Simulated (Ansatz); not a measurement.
What biaxial strain −2.08 %, plane normal [111], relaxed out of plane does to InAs

Base system: InAs in the zinc blende structure (space group F-43m, No. 216; a = 6.087 Å). Axes: x, y, z lie along the cube axes.

Perturbation: biaxial strain −2.08 %, plane normal [111], relaxed out of plane (Cartesian); in-plane vectors clamped, the third vector and the atoms free.

The values are results of Ansatz (an electronic-structure program) PBEsol, no SOC, not measurements. k-mesh 9×9×9 (Γ-centred); smearing 0.05 eV (Fermi–Dirac).

```json
[
 {"quantity": "volume per atom", "base": "28.20 Å³", "changed": "27.40 Å³", "shift": "-0.80 Å³"},
 {"quantity": "space group", "base": "F-43m (No. 216)", "changed": "R3m (No. 160)", "shift": "–"},
 {"quantity": "shortest interatomic distance", "base": "2.636 Å", "changed": "2.606 Å", "shift": "-0.030 Å"},
 {"quantity": "energy relative to the base (free energy F)", "base": "0 meV/atom", "changed": "+9.1 meV/atom", "shift": "+9.1 meV/atom"},
 {"quantity": "pressure (mean of the normal stresses, compression positive)", "base": "0.0 GPa", "changed": "1.7 GPa", "shift": "+1.7 GPa"},
 {"quantity": "band gap", "base": "zero", "changed": "zero", "shift": "–"},
 {"quantity": "out-of-plane strain (rough)", "base": "–", "changed": "+1.34 %", "shift": "–"},
 {"quantity": "mean in-plane stress (compression positive) (rough)", "base": "–", "changed": "+2.5 GPa", "shift": "–"}
]
```

The mesh was chosen for an insulator and is coarse for the gapless case. Without a gap, meshes like the base's 9×9×9 leave anisotropic stresses uncertain by several tenths of a GPa, and small strain energies with them. No phonon test of stability was made. All final runs are without spin polarisation. A zero or small gap of InAs can be the functional's error rather than a property of the material.
